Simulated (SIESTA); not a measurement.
# Several settings converged on a (100) slab of MgB2 (cut from a parent of space group no. 191; 9 atoms in the cell)

```yaml
crystal:
  lattice:
    - [3.10545, 0.00000, 0.00000]
    - [0.00000, 3.53760, 0.00000]
    - [0.00000, 0.00000, 21.17181]
  atoms:
    - { symbol: Mg, position: [0.25000, 0.00000, 0.37297] }
    - { symbol: B, position: [0.75000, 0.50000, 0.33063] }
    - { symbol: B, position: [0.75000, 0.50000, 0.41532] }
    - { symbol: Mg, position: [0.75000, 0.00000, 0.50000] }
    - { symbol: B, position: [0.25000, 0.50000, 0.45766] }
    - { symbol: B, position: [0.25000, 0.50000, 0.54234] }
    - { symbol: Mg, position: [0.25000, 0.00000, 0.62703] }
    - { symbol: B, position: [0.75000, 0.50000, 0.58468] }
    - { symbol: B, position: [0.75000, 0.50000, 0.66937] }
```

Base method: GGA PBEsol, numerical atomic orbitals DZP, PseudoDojo PBEsol standard norm-conserving potentials (rewritten from UPF to PSML) (SIESTA).

Base settings: XC.functional = GGA; XC.authors = PBEsol; potentials = PseudoDojo PBEsol standard; PAO.BasisSize = DZP; PAO.EnergyShift = 0.01 Ry; MeshCutoff = 300 Ry; kgrid.MonkhorstPack = 5 4 1; OccupationFunction = FD; ElectronicTemperature = 100 meV; MaxSCFIterations = 150.

Core times come from one kind of shared machine, to one figure; runs under 30 s give none.

**The vacuum**

The mesh stays at the base's, so the ladder's end is converged at best in this setting alone.

Only quantities that move along the ladder and can be compared are tabulated; forces are left out, as grid noise moves with the cell.

```csv
vacuum between outermost atoms (Å),free energy less the last step's (meV/atom),core time / last (rough)
3.0,-63.27,0.7
5.0,-0.89,–
7.0,0.21,0.8
10.0,-0.05,0.8
14.0,0.48,0.5
20.0,0.22,0.7
30.0,0.00,1
```

Smallest vacuum between outermost atoms (Å) that holds the free energy within 5 meV/atom of the last step, with all finer ones: 5.0; the step before is off by 63 meV/atom.

**The k-point mesh**

Only quantities that move along the ladder and can be compared are tabulated.

| kgrid.MonkhorstPack | free energy less the last step's (meV/atom) | largest difference of a force vector from the last step's (eV/Å) | core time / last (rough) |
|---|---|---|---|
| 2 2 1 | 153.02 | 1.367 | 0.3 |
| 4 3 1 | 10.86 | 0.348 | 0.5 |
| 5 4 1 | -0.23 | 0.262 | 0.4 |
| 6 5 1 | 1.67 | 0.059 | 0.4 |
| 8 7 1 | 1.99 | 0.058 | 0.5 |
| 11 9 1 | -0.91 | 0.012 | 0.4 |
| 27 24 1 | 0.00 | 0.000 | 1 |

Coarsest kgrid.MonkhorstPack that holds the free energy within 5 meV/atom of the last step, with all finer ones: 5 4 1, at about 0.4 of the last step's time; the step before is off by 11 meV/atom.

Coarsest kgrid.MonkhorstPack that holds the forces within 0.02 eV/Å: not settled: the last two steps still differ by 0.012 eV/Å, over half the tolerance, so the ladder does not show it.

**The cutoff of the real-space grid**

The mesh stays at the base's, so the ladder's end is converged at best in this setting alone.

Only quantities that move along the ladder and can be compared are tabulated.

```tsv
MeshCutoff	free energy less the last step's (meV/atom)	largest difference of a force vector from the last step's (eV/Å)	core time / last (rough)
150 Ry (158 Ry used)	-13.34	0.140	–
180 Ry (199 Ry used)	-6.98	0.029	0.2
210 Ry (226 Ry used)	-5.05	0.030	0.2
255 Ry (258 Ry used)	-3.08	0.015	0.2
300 Ry (353 Ry used)	-1.56	0.010	0.3
360 Ry (371 Ry used)	-1.09	0.025	0.4
600 Ry (631 Ry used)	0.00	0.000	1
```

Coarsest MeshCutoff that holds the free energy within 2 meV/atom: not settled: the last two steps still differ by 1.1 meV/atom, over half the tolerance, so the ladder does not show it.

Coarsest MeshCutoff that holds the forces within 0.02 eV/Å: not settled: the last two steps still differ by 0.025 eV/Å, over half the tolerance, so the ladder does not show it.

On the base run: the starting cell has typed, rounded lattice constants, without a prior relaxation at this level. The slab is cut from that crystal, and its faces are unrelaxed. Its lattice was rescaled by up to half a per cent. Spin polarisation is off, though cut faces can carry moments; the slab shows no gap. Values carry the incompleteness of an atom-centred basis. In the base run, forces exceed 1 eV/Å. Without a gap this mesh is coarse (it stands for a supercell whose shortest in-plane vector is 14 Å).
